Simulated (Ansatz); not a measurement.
Take Na in the bcc (W type) structure (space group Im-3m, No. 229; a = 4.171 Å) as the base.

All numbers come from Ansatz (a quantum-chemistry and plane-wave program), PBEsol, PAW, cutoff 420 eV, scalar-relativistic without spin-orbit coupling.

Base values:

- Shortest interatomic distance: 3.612 Å

The change: H takes the place of Na on all its sites; the structure is relaxed again.

### Question
What happens to the shortest interatomic distance?

### Answer
The shortest interatomic distance drops by 2.053 Å, from 3.612 Å to 1.559 Å.

Stability against distortions was not tested.
